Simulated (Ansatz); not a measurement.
Consider CdTe in the zinc blende structure (space group F-43m, No. 216; a = 6.558 Å). Axes: x, y, z lie along the cube axes.

The values are results of r2SCAN (Ansatz, an electronic-structure program), without spin-orbit coupling, not measurements.

Strains are applied to the cell and any free atomic positions relax; under biaxial strain the out-of-plane vector relaxes too.

One change was made to it. Results:

| quantity | base | after |
|---|---|---|
| valence-band top at Γ (three highest levels, from the VBM) | 0.00, 0.00, 0.00 eV | 0.00, -0.16, -0.16 eV |
| valley order (the lowest conduction-band minima on the path, energy above the VBM, named in the base's zone) | Γ 1.17 eV; L along ⟨111⟩ 2.20 eV | Γ 0.98 eV; L along [111] 1.82 eV; L along [1-1-1] 2.15 eV |
| pressure (mean of the normal stresses, compression positive) | 0.0 kbar | -9.5 kbar |
| shortest interatomic distance | 2.840 Å | 2.846 Å |

Name the change that was made.
A) biaxial strain +0.83 %, plane normal [111], relaxed out of plane
B) biaxial strain +2.08 %, plane normal [111], relaxed out of plane
C) biaxial strain +0.42 %, plane normal [111], relaxed out of plane
D) biaxial strain +1.25 %, plane normal [111], relaxed out of plane

B, biaxial strain +2.08 %, plane normal [111], relaxed out of plane. For comparison, the valley order in the other runs: biaxial strain +0.83 %, plane normal [111], relaxed out of plane gives Γ 1.08 eV; L along [111] 2.04 eV; L along [1-1-1] 2.18 eV; biaxial strain +0.42 %, plane normal [111], relaxed out of plane gives Γ 1.12 eV; L along [111] 2.12 eV; L along [1-1-1] 2.19 eV; biaxial strain +1.25 %, plane normal [111], relaxed out of plane gives Γ 1.05 eV; L along [111] 1.96 eV; L along [1-1-1] 2.17 eV.

Spin-orbit coupling, missing from the scalar runs, can matter with Te. The levels and masses belong to the bands next to the band gap. Stability against distortions was not tested.
